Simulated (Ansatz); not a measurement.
A self-consistent single point of Lu2SeO2 (P3m1, 5 atoms in the cell) with Ansatz (a program for electronic structure).

Method: PBEsol, harder PAW files (source: ansatz) made with PBE (plane waves; Ansatz).

```xyz
5
Lattice="3.7272 0.0000 0.0000 -1.8636 3.2279 0.0000 0.0000 0.0000 6.6668" Properties=species:S:1:pos:R:3 pbc="T T T"
Lu     0.0000     2.1519     2.0047
Lu     1.8636     1.0760     4.7121
Se     0.0000     0.0000     0.0000
O      0.0000     2.1519     4.1674
O      1.8636     1.0760     2.4994
```

Reference input (self-consistent single point, DFT, PBEsol, plane waves, default PAW files made with PBE): basis.ecutwfc = 30.9 Ry; kpoints.mp_grid.grid = 7 7 3; hamiltonian.xc = pbesol; hamiltonian.pseudopotentials = {kind: paw} (the program's default PAW files); scf.occupations.method = fermi_dirac; scf.occupations.width = 0.0015 Ry. This run's input differs from it in these lines:

Ansatz 0.2 input:
```diff
@@ -12,3 +12,3 @@
 basis:
-  ecutwfc: 30.9 Ry
+  ecutwfc: 82.0 Ry
 kpoints:
@@ -17,3 +17,3 @@
   xc: pbesol
-  pseudopotentials: { kind: paw }
+  pseudopotentials: { kind: paw, source: ansatz }
 scf:
```

Log, with long lists cut:

```
SCF iter   1: F=—  HF=-35811.639702 eV  |F-HF|=—  |Δ(HF+E_count)|=         —  Δρ=9.79e-2  dr2=7.64e0  ethr=3.10e-3  ⟨swp⟩=7.5  Hψ=3734  notcnv=0
all-band conjugate gradients solve this SCF's bands
preconditioner: auto → Resta (q_TF=auto, 2.716 Å⁻¹)
SCF iter   2: F=—  HF=-35809.623941 eV  |F-HF|=—  |Δ(HF+E_count)|=    2.02e0  Δρ=3.74e-2  dr2=9.29e-1  ethr=3.10e-3  ⟨swp⟩=4.4  Hψ=2214  notcnv=0  defer=50
   [... lines left out ...]
SCF iter   9: F=—  HF=-35809.085887 eV  |F-HF|=—  |Δ(HF+E_count)|=   1.36e-5  Δρ=9.32e-5  dr2=4.14e-6  ethr=1.96e-8  ⟨swp⟩=2.0  Hψ=1679  notcnv=0  defer=47
SCF iter  10: F=—  HF=-35809.085885 eV  |F-HF|=—  |Δ(HF+E_count)|=   1.75e-6  Δρ=3.33e-5  dr2=7.30e-7  ethr=5.30e-9  ⟨swp⟩=2.0  Hψ=1759  notcnv=0  defer=47
SCF iter  11: F=—  HF=-35809.085885 eV  |F-HF|=—  |Δ(HF+E_count)|=   2.29e-7  Δρ=1.72e-5  dr2=1.75e-7  ethr=9.36e-10  ⟨swp⟩=2.0  Hψ=1708  notcnv=0  defer=47
SCF iter  12: F=-35809.085885 eV  HF=-35809.085885 eV  |F-HF|=1.01e-8  |Δ(HF+E_count)|=   2.89e-8  Δρ=4.80e-6  dr2=2.02e-8  ethr=1.28e-10  ⟨swp⟩=14.9  Hψ=5284  notcnv=0
SCF 1 converged in 12 iterations: F = -35809.085885 eV  dr2 = 2.02e-8
Free energy (F): -35809.085885 eV
Internal energy: -35809.085885 eV  (E = F + TS)
E sigma→0 (E₀):  -35809.085885 eV
Fermi energy:    14.871830 eV
--- Forces (eV/Å), atoms counted from 1 ---
  atom   1  Lu     0.00000000    -0.00000000    -1.02197314
  atom   2  Lu     0.00000000     0.00000000     0.60842332
  atom   3  Se    -0.00000000    -0.00000000     0.05053593
  atom   4  O     -0.00000000    -0.00000000     0.21476068
  atom   5  O      0.00000000     0.00000000     0.14824954
--- Stress (GPa, compression-positive) ---
       -0.213878       0.000000       0.000000
        0.000000      -0.213878       0.000000
        0.000000       0.000000       0.095360
  P = ⅓ Tr σ = -0.1108 GPa (-1.108 kbar)
  The stress holds the Pulay correction. Without it, at fixed plane waves, as pw.x and ABINIT print it: P = -0.1176 GPa
```

The run converged in 12 iterations. Against the reference run the pressure moves little (-0.15 to -0.11 GPa), the largest force hardly changes (1.020 to 1.022 eV/Å) and the gap on the mesh hardly changes (1.623 to 1.622 eV).

The starting cell comes from a database of computed structures (which also holds hypothetical and non-ambient phases and stackings), without a prior relaxation at this level. Its lattice was rescaled by up to half a per cent. One atom was moved a little off its site on purpose. Spin-orbit coupling is off. Forces in this geometry exceed 1 eV/Å. Ansatz's pressure includes its estimate of the finite-basis (Pulay) stress.

Cost on one core of a shared machine: roughly 40 s.
